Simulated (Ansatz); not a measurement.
# Pressure series in BaTiO3

Take BaTiO$_{3}$ (space group P4mm, No. 99; a = 3.985 Å, c = 4.201 Å) as the base.

Cell and atoms are relaxed at each pressure.

Computed with PBE (Ansatz, a quantum-chemistry and plane-wave program, PAW, without spin-orbit coupling).

Computed cases, in order: pressure −1 GPa; 0 GPa (base); pressure 1.8 GPa; pressure 4.2 GPa; pressure 9 GPa; pressure 18 GPa; pressure 30 GPa; pressure 45 GPa; pressure 60 GPa.

Problem. Between which two neighbouring cases does the space group change?

Solution. Between pressure 9 GPa (P4mm (No. 99)) and pressure 18 GPa (Pm-3m (No. 221)). The whole series: pressure −1 GPa: P4mm (No. 99); 0 GPa (base): P4mm (No. 99); pressure 1.8 GPa: P4mm (No. 99); pressure 4.2 GPa: P4mm (No. 99); pressure 9 GPa: P4mm (No. 99); pressure 18 GPa: Pm-3m (No. 221); pressure 30 GPa: Pm-3m (No. 221); pressure 45 GPa: Pm-3m (No. 221); pressure 60 GPa: Pm-3m (No. 221).

Load acts through the strain it causes; cell and atoms are relaxed under it. Stability against distortions was not tested. No other phases were tried under pressure. All final runs are without spin polarisation. Along this pressure series the structure jumps between pressure 9 GPa and pressure 18 GPa; cells beyond that are another form of it.
